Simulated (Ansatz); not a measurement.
# Worked example: self-consistent single point of Zr₂Ga (I4/mcm, 6 atoms in the cell) in Ansatz

Method of the run: LDA (PW92), default PAW files made with PBE (plane waves; Ansatz, a program for electronic structure).

This input was run:

Ansatz 0.2 input:
```yaml
crystal:
  lattice:
    - [-3.327946, 3.327946, 2.728131]
    - [3.327946, -3.327946, 2.728131]
    - [3.327946, 3.327946, -2.728131]
  atoms:
    - { symbol: Zr, position: [0.653860, 0.153860, 0.807720] }
    - { symbol: Zr, position: [0.346140, 0.846140, 0.192280] }
    - { symbol: Zr, position: [0.153860, 0.346140, 0.500000] }
    - { symbol: Zr, position: [0.846140, 0.653860, 0.500000] }
    - { symbol: Ga, position: [0.250000, 0.250000, 0.000000] }
    - { symbol: Ga, position: [0.750000, 0.750000, 0.000000] }
basis:
  ecutwfc: 420.0
kpoints:
  mp_grid:
    grid: [7, 7, 7]
hamiltonian:
  xc: lda
  pseudopotentials:
    kind: paw
scf:
  occupations:
    method: gaussian
    width: 0.1
output:
  forces: true
  eigenvalues: true
  stress: true
```

The program printed (abridged):

```
WARN ansatz: RAYON_NUM_THREADS=1 ignored (pool sized by the plan → 1); use --threads N
Pseudopotentials: kind: paw
Pseudopotential: Zr, paw, valence charge 12
Pseudopotential: Ga, paw, valence charge 13
Crystal: 6 atoms, lattice volume = 120.859 Å³
Basis set: ecut = 420 eV, 2345 PW (Γ)
Bands: 45, of which v1, the nominal top of the filled ones, is band 37 counted from 1 (36 counted from 0)
Symmetry: 16 space group operations
Space group: I4/mcm (ITA 140), of the structure as read, at distance tolerance 4.9e-5 Å
k-points: 40 of 343
PAW frozen core: Zr, regenerated for the run's functional, and the local potential with it
PAW frozen core: Ga, regenerated for the run's functional, and the local potential with it
Initial density: superposition of atomic densities (neutral atoms: chi_scale 0, normalization atom), corrected by the library's trained network
Initial wavefunctions: pseudopotential atomic-orbital guess
Eigensolver: davidson
Functional: x = slater, c = lda
SCF iter   1: F=—  HF=-23726.846925 eV  |F-HF|=—  |Δ(HF+E_count)|=         —  Δρ=6.72e-3  dr2=3.24e-2  ethr=1.77e-3  ⟨swp⟩=5.3  Hψ=7030  notcnv=0
all-band conjugate gradients solve this SCF's bands
preconditioner: auto → Kerker (q_TF=auto, 2.514 Å⁻¹)
SCF iter   2: F=—  HF=-23726.841349 eV  |F-HF|=—  |Δ(HF+E_count)|=   5.58e-3  Δρ=3.67e-3  dr2=1.24e-2  ethr=4.38e-5  ⟨swp⟩=1.1  Hψ=2156  notcnv=0
SCF iter   3: F=—  HF=-23726.839210 eV  |F-HF|=—  |Δ(HF+E_count)|=   2.14e-3  Δρ=1.06e-3  dr2=7.90e-4  ethr=1.67e-5  ⟨swp⟩=2.0  Hψ=2571  notcnv=0
SCF iter   4: F=—  HF=-23726.838308 eV  |F-HF|=—  |Δ(HF+E_count)|=   9.02e-4  Δρ=3.74e-4  dr2=1.42e-4  ethr=1.07e-6  ⟨swp⟩=2.1  Hψ=2552  notcnv=0
SCF iter   5: F=—  HF=-23726.838261 eV  |F-HF|=—  |Δ(HF+E_count)|=   4.67e-5  Δρ=7.69e-5  dr2=3.75e-6  ethr=1.92e-7  ⟨swp⟩=2.0  Hψ=2569  notcnv=0
SCF iter   6: F=—  HF=-23726.838258 eV  |F-HF|=—  |Δ(HF+E_count)|=   2.93e-6  Δρ=1.72e-5  dr2=2.90e-7  ethr=5.07e-9  ⟨swp⟩=2.1  Hψ=3007  notcnv=0
SCF iter   7: F=-23726.838258 eV  HF=-23726.838258 eV  |F-HF|=2.76e-9  |Δ(HF+E_count)|=   7.79e-8  Δρ=3.38e-6  dr2=6.90e-9  ethr=1.35e-10  ⟨swp⟩=8.1  Hψ=6103  notcnv=0
SCF 1 converged in 7 iterations: F = -23726.838258 eV  dr2 = 6.90e-9
SCF converged after 7 iterations
Free energy (F): -23726.838258 eV
Harris-Foulkes:  -23726.838258 eV  (|F-HF|=2.76e-9)
Internal energy: -23726.813598 eV  (E = F + TS)
E sigma→0 (E₀):  -23726.825928 eV
Entropy (-TS):   -0.024661 eV (-4.110 meV/atom)
Fermi energy:    13.047169 eV
--- Per-component energies (eV) ---
  E_band       = -373.857539
  E_kinetic    = 1567.438717
  E_local      = -6121.957047  (includes V_loc(G=0)·N_el)
  E_nonlocal   = 1183.223370
  E_hartree    = 2514.966565
  E_xc         = -782.782609
  E_vxc        = -883.639432  (∫ρ·V_xc dr)
  E_paw        = -15214.608570  (= ΣΔE_a)
  E_vpaw       = -1148.855483  (= ΣTr[D̂ρ^β])
  E_aug_tail   = -0.000158  (compensation charges beyond the density's cutoff)
  E_ewald      = -6878.032429
  E_core_change = 4.938563  (= ΣΔE_core)
  E_smearing   = -0.024661  (= −TS)
  E_closure    = 0.000000  (closes the sum)
  Σ components = -23726.838258   (vs F -23726.838258, Δ=0.00e0)
--- Forces (eV/Å), atoms counted from 1 ---
  atom   1  Zr     0.00802618     0.00802618     0.00000000
  atom   2  Zr    -0.00802618    -0.00802618     0.00000000
  atom   3  Zr    -0.00802618     0.00802618     0.00000000
  atom   4  Zr     0.00802618    -0.00802618     0.00000000
  atom   5  Ga    -0.00000000    -0.00000000     0.00000000
  atom   6  Ga    -0.00000000     0.00000000     0.00000000
  max |Σ_I F_I| component: 3.12e-17 eV/Å
--- Stress (GPa, compression-positive) ---
       -5.585278      -0.000000      -0.000000
       -0.000000      -5.585278       0.000000
        0.000000      -0.000000      -5.611372
  P = ⅓ Tr σ = -5.5940 GPa (-55.940 kbar)
  The stress holds the Pulay correction. Without it, at fixed plane waves, as pw.x and ABINIT print it: P = -5.6154 GPa
--- Band table (eV; the first three rows and the last of 40) ---
  k-point 0: bands = ["-35.1749", "-35.1053", "-35.0297", "-35.0297", "-13.5645", "-13.5313", "-13.3074", "-13.3074", "-13.2523", "-13.2523", "-13.2025", "-13.1796", "-13.1309", "-12.8864", "-12.8164", "-12.8164", "-1.0899", "-0.9571", "-0.9571", [...]
  k-point 1: bands = ["-35.1706", "-35.1048", "-35.0346", "-35.0297", "-13.5509", "-13.5427", "-13.3107", "-13.3062", "-13.2854", "-13.2530", "-13.1698", "-13.1413", "-13.1376", "-12.8919", "-12.8439", "-12.8170", "-1.0896", "-0.9588", "-0.9536", [...]
  k-point 2: bands = ["-35.1604", "-35.1021", "-35.0477", "-35.0297", "-13.5618", "-13.5050", "-13.3703", "-13.2957", "-13.2619", "-13.2546", "-13.1843", "-13.1356", "-13.0583", "-12.9096", "-12.9016", "-12.8187", "-1.0887", "-0.9625", "-0.9452", [...]
  k-point 39: bands = ["-35.1184", "-35.0957", "-35.0638", "-35.0625", "-13.5800", "-13.5120", "-13.3644", "-13.3506", "-13.2305", "-13.2267", "-13.1420", "-13.0672", "-12.9750", "-12.9620", "-12.9315", "-12.9291", "-1.0860", "-0.9460", "-0.9459", [...]
```

The run converged in 7 iterations.

The starting cell comes from a database of computed structures (which also holds hypothetical and non-ambient phases and stackings), without a prior relaxation at this level. Its lattice was rescaled by up to half a per cent. With a pressure of about -6 GPa the cell is away from its equilibrium volume at this level. Ansatz's pressure includes its estimate of the finite-basis (Pulay) stress.
